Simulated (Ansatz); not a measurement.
Ansatz (a first-principles code) run on SrAlGe (P-6m2, 3 atoms in the cell): self-consistent single point.

Method: PBEsol, PAW files made with PBE (plane waves; Ansatz).

The change in words: lattice scaled by 0.98. Reference geometry:
```
SrAlGe
1.0
    4.29652     0.00000     0.00000
   -2.14826     3.72090     0.00000
    0.00000     0.00000     4.77902
Sr Al Ge
1 1 1
Cartesian
  0.00000   0.00000   0.00000
  2.14826   1.24030   2.38951
  0.00000   2.48060   2.38951
```

Reference input (self-consistent single point, DFT, PBEsol, plane waves, PAW files made with PBE): kpoints.mp_grid.grid = 6 6 5; hamiltonian.xc = pbesol; hamiltonian.pseudopotentials = {kind: paw} (the program's default PAW files); scf.occupations.method = fermi_dirac; scf.occupations.width = 0.05 eV. This run's input differs from it in these lines:

Ansatz 0.2 input:
```diff
@@ -2,9 +2,9 @@
   lattice:
-    - [4.296520, 0.000000, 0.000000]
-    - [-2.148260, 3.720895, 0.000000]
-    - [0.000000, 0.000000, 4.779020]
+    - [4.210590, 0.000000, 0.000000]
+    - [-2.105295, 3.646477, 0.000000]
+    - [0.000000, 0.000000, 4.683440]
   atoms:
     - { symbol: Sr, position_ang: [0.000000, 0.000000, 0.000000] }
-    - { symbol: Al, position_ang: [2.148262, 1.240297, 2.389510] }
-    - { symbol: Ge, position_ang: [-0.000002, 2.480598, 2.389510] }
+    - { symbol: Al, position_ang: [2.105297, 1.215491, 2.341720] }
+    - { symbol: Ge, position_ang: [-0.000002, 2.430986, 2.341720] }
 kpoints:
```

Output (repeated stretches shortened):

```
SCF iter   1: F=—  HF=-8272.260120 eV  |F-HF|=—  |Δ(HF+E_count)|=         —  Δρ=3.71e-2  dr2=1.35e0  ethr=3.10e-3  ⟨swp⟩=7.7  Hψ=2597  notcnv=0
all-band conjugate gradients solve this SCF's bands
preconditioner: auto → Kerker (q_TF=auto, 2.317 Å⁻¹)
SCF iter   2: F=—  HF=-8271.893622 eV  |F-HF|=—  |Δ(HF+E_count)|=   3.66e-1  Δρ=1.99e-2  dr2=4.13e-1  ethr=3.10e-3  ⟨swp⟩=2.4  Hψ=911  notcnv=0  defer=1
   [... lines left out ...]
SCF iter   5: F=—  HF=-8271.743536 eV  |F-HF|=—  |Δ(HF+E_count)|=   1.06e-3  Δρ=4.85e-4  dr2=2.73e-4  ethr=2.29e-5  ⟨swp⟩=2.1  Hψ=511  notcnv=0
SCF iter   6: F=—  HF=-8271.743510 eV  |F-HF|=—  |Δ(HF+E_count)|=   2.61e-5  Δρ=1.53e-4  dr2=1.33e-5  ethr=1.01e-6  ⟨swp⟩=2.1  Hψ=655  notcnv=0
SCF iter   7: F=—  HF=-8271.743516 eV  |F-HF|=—  |Δ(HF+E_count)|=   6.51e-6  Δρ=3.01e-5  dr2=8.39e-7  ethr=4.93e-8  ⟨swp⟩=2.1  Hψ=657  notcnv=0
SCF iter   8: F=-8271.743516 eV  HF=-8271.743517 eV  |F-HF|=3.58e-8  |Δ(HF+E_count)|=   5.88e-8  Δρ=6.88e-6  dr2=4.73e-8  ethr=3.70e-10  ⟨swp⟩=7.5  Hψ=2116  notcnv=0
SCF 1 converged in 8 iterations: F = -8271.743516 eV  dr2 = 4.73e-8
Free energy (F): -8271.743516 eV
Internal energy: -8271.725512 eV  (E = F + TS)
E sigma→0 (E₀):  -8271.734514 eV
Entropy (-TS):   -0.018004 eV (-6.001 meV/atom)
Fermi energy:    8.423666 eV
--- Forces (eV/Å), atoms counted from 1 ---
  atom   1  Sr     0.00000000     0.00000000     0.00000000
   [... zero for the other atoms too ...]
--- Stress (GPa, compression-positive) ---
        3.264761       0.000000       0.000000
       -0.000000       3.264761       0.000000
        0.000000       0.000000       0.139379
  P = ⅓ Tr σ = 2.2230 GPa (22.230 kbar)
  The stress holds the Pulay correction. Without it, at fixed plane waves, as pw.x and ABINIT print it: P = 2.2066 GPa
```

The run converged in 8 iterations. Against the reference run the free energy goes up by 4.0 meV/atom and the pressure goes from -1.18 to 2.22 GPa.

The starting cell comes from a database of computed structures (which also holds hypothetical and non-ambient phases and stackings), without a prior relaxation at this level. For this run, on top of that: lattice scaled by 0.98. Ansatz's pressure includes its estimate of the finite-basis (Pulay) stress.
